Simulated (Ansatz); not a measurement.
Migration of N vacancy, charge +3, in different hosts. Method: PBE, PAW (plane waves to 420 eV; Ansatz, an electronic-structure program).

Barriers are those of the lowest checked hop between equivalent sites, from the lowest site run (climbing-image NEB, static, fixed cells, no finite-size terms; on the finer meshes named, energies are single points at the band's geometries). One hop need not carry long-range diffusion, and untried routes could be lower. Saddle orders were checked for a part of the study's bands only and are not shown. Vacancies start on their lattice site; split forms were not set up. Charge states are imposed.

| Host | Route | Hop (Å) | Neighbours at the saddle | Barrier (eV) | Cell |
|---|---|---|---|---|---|
| zinc-blende BN | a nearby N jumps into the vacancy | 2.52 | B at 1.38, 2 B at 1.91, 2 B at 2.06 Å | 4.98 | 64 sites, 3×3×3 shifted |
| wurtzite GaN | a nearby N jumps into the vacancy | 3.21 | Ga at 1.86, 2 Ga at 2.26 Å | ___ | 72 sites, 2×2×2 shifted along c |
| wurtzite AlN | a nearby N jumps into the vacancy | 3.13 | Al at 1.75, Al at 1.83 Å | 2.79 | 192 sites, 2×2×2 shifted along c |

**Question.** Some entries are withheld; supply them.

**Answer.** 
- wurtzite GaN, Barrier (eV): 2.49
